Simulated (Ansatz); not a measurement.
**Co₃PdB (model structure, started from the Mn3GaN type, Pm-3m, No. 221, 5 atoms in the cell)**

These are LDA (plane waves, PAW; Ansatz, an electronic-structure program) values and carry that method's errors.

Run with plane-wave cutoff 520 eV, 14×14×14 k mesh, Fermi–Dirac smearing 0.05 eV, spin-polarised with parallel moments, scalar-relativistic PAW data made under PBE.

Cell (relaxed at this level):

```
CELL_PARAMETERS angstrom
      3.73864     0.00000     0.00000
      0.00000     3.73864     0.00000
      0.00000     0.00000     3.73864
ATOMIC_POSITIONS crystal
  Co 0.50000 0.50000 0.00000
  Co 0.00000 0.50000 0.50000
  Co 0.50000 0.00000 0.50000
  Pd 0.00000 0.00000 0.00000
  B  0.50000 0.50000 0.50000
```
Starting moments (μB, in the order of the record's atoms Co Co Co Pd B): 3.0 3.0 3.0 0.0 0.0.

```json
{
 "band_gap": "zero (no gap)",
 "bulk_modulus": "234 GPa"
}
```

Note: the magnetic order was assumed, not searched for or taken from measurement; the bulk modulus is −V dP/dV from two relaxed cells at ±2 % in volume; the moments ended far under their starting size, a low-moment state that need not be the lowest; the relaxation could raise the start's symmetry but not lower it, so the cell can be a saddle point.

Spin–orbit coupling is not included.

Computed values are for the static lattice.

It cost about 6 core-minutes (a rough figure) of CPU time.

A model structure was made by putting elements into a prototype or built by hand; it is no filed structure, need not be a known phase, and can be a saddle point held by its symmetry.
